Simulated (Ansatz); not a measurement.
The parent structure is GaN in the wurtzite structure (space group P6_3mc, No. 186).

```yaml
crystal:
  lattice:
    - [3.18258, 0.00000, 0.00000]
    - [-1.59129, 2.75619, 0.00000]
    - [0.00000, 0.00000, 5.18543]
  atoms:
    - { symbol: Ga, position: [0.33333, 0.66667, 0.00019] }
    - { symbol: Ga, position: [0.66667, 0.33333, 0.50019] }
    - { symbol: N, position: [0.33333, 0.66667, 0.37681] }
    - { symbol: N, position: [0.66667, 0.33333, 0.87681] }
```

Cartesian axes are those of the cell as printed.

Computed with Kohn–Sham DFT with the PBEsol functional, run in Ansatz (a program for electronic structure) with PAW and 420 eV plane waves, without spin-orbit coupling.

Base values:

```
Item                                  Value
---------------------  --------------------
Valence-band top at Γ  0.00, 0.00, -0.04 eV
```

It is then changed as follows: the cell is stretched by 1.20 % along x with no lateral relaxation; the atoms relax in the strained cell.

Q: Estimate the effect on the hole mass, stress and valence-band top at Γ.

A: The hole mass comes out as 0.16 mₑ along y, 2.1 mₑ across (at Γ); the stress (xx, yy, zz, yz, xz, xy; compression positive) comes out as (-4.02, -1.48, -1.08, 0.00, 0.00, 0.00) GPa; the valence-band top at Γ (three highest levels, from the VBM) becomes 0.00, -0.04, -0.07 eV (base: 0.00, 0.00, -0.04 eV).

The levels and masses belong to the bands next to the band gap. Effective masses come from finite differences of ±0.01 Å⁻¹. Whether these cells are dynamically stable was not tested.
